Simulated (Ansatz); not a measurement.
Adsorption energy and surface dipole of F on the 1x1 (110) surface of bcc Ta, one in a 1x1 cell, started at the site 'hollow Ta-Ta-Ta', worked from the runs' numbers; total energies count from the potentials' own zero.

These are PBE (plane waves to 420 eV, PAW; Ansatz, an electronic-structure program) values and carry that method's errors.

Set-up: 5 atoms, 6.8 Å thick at the start under the adsorbate (thin: gaps and levels are the slab's own); mesh 10x10x1; 0.1 eV smearing; dipole correction on; 2 atoms held, the rest relaxed; held to the start's symmetry, so lower structures may exist; no spin, no spin-orbit, no U, no dispersion correction. At the end it is bonded to 3 Ta. In PBE it is, or lies within 0.03 eV of, the lowest of the starts that converged.

```tsv
quantity	value
slab with the adsorbate	-40536.839 eV
clean slab, same cell and mesh	-39726.723 eV
reference, ½ F2(g)	-805.593 eV
area of the cell	7.79 Å²
change of the step from the bottom to the top vacuum level	-0.077 eV
```

Task: What is the adsorption energy against this reference?

Result: E(slab + adsorbate) − E(slab) − E(reference) = -4.52 eV, so in this state the adsorbate is more stable than in the reference, at a coverage of 12.84 a nm².
